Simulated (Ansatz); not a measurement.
Al: isotropic strain +5.94 %

The reference is Al in the fcc (Cu type) structure (space group Fm-3m, No. 225; a = 3.992 Å; relaxed with 0.1 eV smearing).

Now apply this change: every lattice vector is stretched by 5.94 %, atoms relaxed at fixed cell.

The values are results of Ansatz (a first-principles code) r2SCAN, spin-orbit coupling left out, earlier PAW set, not measurements. k-mesh 28×28×28 (Γ-centred); smearing 0.1 eV (Fermi–Dirac).

| quantity | base | changed | shift |
|---|---|---|---|
| volume per atom | 15.91 Å³ | 18.92 Å³ | +3.01 Å³ |
| space group | Fm-3m (No. 225) | Fm-3m (No. 225) | – |
| shortest interatomic distance | 2.823 Å | 2.991 Å | +0.168 Å |
| energy relative to the base (free energy F) | 0 meV/atom | +118 meV/atom | +118 meV/atom |
| pressure | 0.0 GPa | -10.7 GPa | -10.7 GPa |
| band gap | zero | zero | – |

Final structure:

```
CELL_PARAMETERS angstrom
      0.00000     2.11475     2.11475
      2.11475     0.00000     2.11475
      2.11475     2.11475     0.00000
ATOMIC_POSITIONS crystal
  Al 0.00000 0.00000 0.00000
```

Whether these cells are dynamically stable was not tested.
